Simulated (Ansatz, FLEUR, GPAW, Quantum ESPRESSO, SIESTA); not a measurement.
**One structure in several programs: YAlCo4 (P-6m2, 6 atoms in the cell)**

Self-consistent single point.

```
CELL_PARAMETERS angstrom
      5.04586     0.00000     0.00000
     -2.52293     4.36984     0.00000
      0.00000     0.00000     3.87133
ATOMIC_POSITIONS crystal
  Y  0.66667 0.33333 0.00000
  Al 0.00000 0.00000 0.00000
  Co 0.33333 0.66667 0.00000
  Co 0.65987 0.82993 0.50000
  Co 0.17007 0.34013 0.50000
  Co 0.17007 0.82993 0.50000
```
Moments meant for the start (each program seeds them in its own way; μB, in the order of the atoms Y Al Co Co Co Co): 0.0 0.0 3.0 3.0 3.0 3.0.

All programs got the same cell, k-point mesh and kind of occupations, and the same starting moments (in Ansatz's words: kpoints.mp_grid.grid = 5 5 6; magnetization.spin_polarized = true; scf.occupations.method = gaussian; scf.occupations.width = 0.05 eV); potentials, basis and cutoffs are each program's usual ones.

```
code                                                                                                                                 model  pressure (GPa)  largest force (eV/Å)  size of the net moment (μB/atom)  k-points           cutoff
----------------  ------------------------------------------------------------------------------------------------------------------------  --------------  --------------------  --------------------------------  --------  ---------------
FLEUR                                                         LDA (Perdew-Zunger), all-electron FLAPW (FLEUR), scalar-relativistic valence               –                 0.211                              0.65        36  Kmax 3.8 1/bohr
Quantum ESPRESSO                                                                      LDA (PZ), PSlibrary ultrasoft (LDA) pseudopotentials          -11.36                 0.171                              0.68        20            55 Ry
GPAW                                                                         LDA (Perdew-Wang 92), GPAW PAW datasets LDA (gpaw-data 1.0.1)          -10.93                 0.174                              0.67        20           800 eV
Ansatz                                                                                                 LDA (PW92), PAW files made with PBE          -11.43                 0.195                              0.67        20           420 eV
SIESTA            LDA PW92, numerical atomic orbitals TZP, PseudoDojo LDA standard norm-conserving potentials (rewritten from UPF to PSML)          -14.28                 0.303                              0.67        78      grid 300 Ry
```

A dash marks a value that a program does not give, or that is left out as unsure.

The spread over the programs that give each value: pressure within 3.35 GPa; largest force within 0.132 eV/Å; size of the net moment within 0.03 μB/atom.

The starting cell comes from a database of computed structures (which also holds hypothetical and non-ambient phases and stackings), without a prior relaxation at this level. On Ansatz's run: The magnetic order is the one reached from the typed start; others were not searched systematically. In the base run, with a pressure of about -11 GPa the cell is away from its equilibrium volume at this level.

Task: Why do the programs differ, and what cannot be compared?

Result: Differences of this kind can come from the potentials, where these differ, and from what each basis and cutoff leave unconverged. The valence holds different numbers of electrons (FLEUR 74, Quantum ESPRESSO 50, GPAW 50, Ansatz (a program for electronic structure) 82, SIESTA 82). The zero of total energies and Fermi levels follows the potentials and each program's conventions, so they are not compared here. SIESTA uses small atom-centred bases, whose incompleteness enters pressures, forces and empty levels differently from a plane-wave cutoff. FLEUR treats all electrons, but the usual bases taken here (sphere radii, linearisation, local orbitals, empty states) were not tested for convergence, so the values are no reference for the others. Ansatz's pressure is given at a fixed set of plane waves, as the other plane-wave codes print theirs; with its correction for the finite basis it is -11.37 GPa. The same LDA comes in different parametrisations, which differ slightly. Site moments depend on each program's spheres or projections; the total moment of the cell does not. The programs reduce the same mesh by symmetry to different extents, which changes the work and not the result. In the pressure, SIESTA (by 2.92) lies more than 1 GPa from the median of the plane-wave programs. In the force vectors, SIESTA (by 0.129) lies more than 0.08 eV/Å from the median of the plane-wave programs.

Left out of this page: ABINIT (stopped by limits of time or memory); Elk (failed or unconverged).

Keys are those of Ansatz 0.2.
